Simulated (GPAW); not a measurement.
GPAW run on HfC (Fm-3m, 2 atoms in the cell): zone-centre phonon calculation.

Level of theory: LDA (Perdew-Wang 92), GPAW PAW datasets LDA (gpaw-data 1.0.1) (plane waves; GPAW).

```
HfC
1.0
    0.00000     2.33160     2.33160
    2.33160     0.00000     2.33160
    2.33160     2.33160     0.00000
Hf C
1 1
Direct
  0.00000   0.00000   0.00000
  0.50000   0.50000   0.50000
```

Reference input (self-consistent single point, DFT LDA (Perdew-Wang 92), plane waves, GPAW PAW datasets LDA (gpaw-data 1.0.1)): mode = pw; ecut = 900 eV; xc = LDA; kpts = 7 7 7; mesh shift (steps) = 0 0 0; occupations.name = fermi-dirac; occupations.width = 0.1 eV; nbands = -6; convergence.density = 1e-05 e/electron; convergence.energy = 1e-05 eV/electron; symmetry.symmorphic = false; symmetry.tolerance = 0.0005. This run's input differs from it in these lines:

```diff
@@ -2,2 +2,3 @@
 from ase.units import GPa
+from ase.vibrations import Vibrations
 from gpaw import GPAW, PW, FermiDirac
@@ -12,3 +13,3 @@
 
-calc = GPAW(mode=PW(900),
+calc = GPAW(mode=PW(540),
             xc='LDA',
@@ -18,3 +19,3 @@
             convergence={'density': 1e-05, 'energy': 1e-05},
-            symmetry={'symmorphic': False, 'tolerance': 0.0005},
+            symmetry={'point_group': False},
             maxiter=150)
@@ -31 +32,6 @@
 
+vib = Vibrations(atoms, delta=0.02)
+vib.run()
+vib.summary()
+frequencies = vib.get_frequencies()
+
```

The program printed (abridged):

```
     iter     time        total  log10-change:
                         energy   eigst   dens
iter:   1 --:--:--   -22.333539
iter:   2 --:--:--   -21.740000   -1.65  -0.85
iter:   3 --:--:--   -20.435615   -1.12  -0.92
iter:   4 --:--:--   -20.428257   -2.25  -1.41
iter:   5 --:--:--   -20.439405   -2.30  -1.56
iter:   6 --:--:--   -20.439647   -3.84  -2.53
iter:   7 --:--:--   -20.437946   -3.42  -2.62
iter:   8 --:--:--   -20.437537   -3.93  -2.69
iter:   9 --:--:--   -20.437528   -5.71  -3.34
iter:  10 --:--:--   -20.437515c  -5.83  -3.32
iter:  11 --:--:--   -20.437508c  -6.01  -3.74
iter:  12 --:--:--   -20.437508c  -8.04c -4.84
iter:  13 --:--:--   -20.437508c  -9.41c -5.04c
Converged after 13 iterations.

Dipole moment: (0.000000, 0.000000, 0.000000) |e|*Ang

Energy contributions relative to reference atoms: (reference = -410660.131026)

Kinetic:        +14.584546
Potential:      -15.823917
External:        +0.000000
XC:             -18.764055
Entropy (-ST):   -0.011315
Local:           -0.428425
SIC:             +0.000000
--------------------------
Free energy:    -20.443166
Extrapolated:   -20.437508

Showing only first 2 kpts
 Kpt  Band  Eigenvalues  Occupancy
  0     6     11.58050    0.00003
  0     7     11.58051    0.00003
  0     8     11.83349    0.00000
  0     9     11.83349    0.00000

  1     6     10.01373    1.97946
  1     7     10.01374    1.97946
  1     8     12.51164    0.00000
  1     9     12.51164    0.00000

Fermi level: 10.47056

No gap
   [... lines left out ...]
Atomic positions and initial magnetic moments
Free energy:    -20.441724
Fermi level: 10.46994
No gap
Atomic positions and initial magnetic moments
Free energy:    -20.441724
Fermi level: 10.46994
No gap
Atomic positions and initial magnetic moments
Free energy:    -20.441724
   [... lines left out ...]

Fermi level: 10.46994

No gap
No difference between direct/indirect transitions

Forces in eV/Ang:
  0 Hf   -0.00000   -0.00000    0.14409
  1 C     0.00000    0.00000   -0.14369

---------------------
  #    meV     cm^-1
---------------------
  0    1.0i      8.2i
  1    0.9i      7.2i
  2    0.5i      3.9i
  3   51.6     416.5
  4   51.6     416.6
  5   51.7     416.8
---------------------
Zero-point energy: 0.077 eV
```

The run converged in 13 iterations. GPAW prints stress with tension positive. 

Summary of the result:
Zone-centre frequencies (cm⁻¹; negative means imaginary): -8, -7, -4, 416, 417, 417

At such cutoffs GPAW's stress carries a finite-basis (Pulay) error, which enters relaxed cells too; its log prints stress with tension positive.

The starting cell has typed, rounded lattice constants, without a prior relaxation at this level. Its lattice was rescaled by up to half a per cent.

Cost on one core of a shared machine: roughly 5 min.
